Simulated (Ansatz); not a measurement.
Competing hops of interstitial Y in monoclinic HfO2, charge state +3

Consider interstitial Y in monoclinic HfO2, charge state +3. Computed with PBE, PAW (plane waves to 420 eV; Ansatz, a program for electronic structure).

Settings: 96 host sites, the relaxed PBE lattice, the Γ point alone, smearing 0.01 eV, spin-restricted, no image-charge correction. Energies are static. Spin-orbit coupling is left out. The charge state is imposed; whether it is stable for some Fermi level was not computed. Sites that were not tried may lie lower.

Barriers: single points on a 2×2×2 k-point mesh shifted by half a step at the bands' geometries.

```json
[
 {"Route": "Y moves alone to another site", "Start site over the lowest site run (eV)": "0.00", "Hop (Å)": "1.38", "Forward barrier (eV)": "0.57", "Backward barrier (eV)": "0.57", "Neighbours at the start": "Hf at 2.69; 2 O at 2.10, O at 2.19, O at 2.21, O at 2.25, O at 2.44, O at 2.60 Å", "Neighbours at the saddle": "2 O at 2.12, 2 O at 2.13, 2 O at 2.46 Å", "Saddle order": "not checked, on a symmetry element", "Forward, on the band's own sampling (eV)": "0.57"},
 {"Route": "several atoms move together, Y the farthest", "Start site over the lowest site run (eV)": "0.00", "Hop (Å)": "3.48", "Forward barrier (eV)": "4.14", "Backward barrier (eV)": "4.14", "Neighbours at the start": "Hf at 2.69; 2 O at 2.10, O at 2.19, O at 2.21, O at 2.25, O at 2.44, O at 2.60 Å", "Neighbours at the saddle": "O at 1.98, O at 2.05, O at 2.10, O at 2.13 Å", "Saddle order": "not checked", "Forward, on the band's own sampling (eV)": "4.14"}
]
```

Paths come from climbing-image nudged elastic band runs. Of the routes that converged and passed our checks, the lowest saddle point lies 0.57 eV above the lowest of the sites run (Y moves alone to another site); other sites, such as split forms, and other routes may lie lower. A band can be held on a symmetry element, so unchecked saddle points there may be too high.

The whole set of runs took about 4 core-hours (a rough figure).
